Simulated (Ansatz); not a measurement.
Results of r²SCAN0 (PAW; Ansatz, an electronic-structure program) for PbZrO3 (Pm-3m, No. 221, 5 atoms in the cell; start mp-1068577; cubic high-temperature phase).

Settings: plane-wave cutoff 520 eV, 6×6×6 k mesh, Fermi–Dirac smearing 0.01 eV, scalar-relativistic PAW data made under PBE.

Cell (relaxed with PBEsol):

```
CELL_PARAMETERS angstrom
      4.14120     0.00000     0.00000
      0.00000     4.14120     0.00000
      0.00000     0.00000     4.14120
ATOMIC_POSITIONS crystal
  Zr 0.00000 0.00000 0.00000
  Pb 0.50000 0.50000 0.50000
  O  0.50000 0.00000 0.00000
  O  0.00000 0.50000 0.00000
  O  0.00000 0.00000 0.50000
```

**Question.** Estimate the band gap and direct gap at Γ that the calculation returns.

**Answer.** 
band gap: 4.49 eV (on the SCF k mesh)
direct gap at Γ: 6.98 eV

Note: held by symmetry at 0 K, a high-temperature phase can be a saddle point; cell and atoms aren't relaxed at this level (pressure -0.5 GPa).

Spin–orbit coupling is not included; with these elements it can move the gap by several tenths of an eV or more.

The computed numbers hold no vibrational or temperature effects.

The result took roughly 3 core-minutes.

A start named mp-… is a Materials Project structure, which need not be a measured phase.
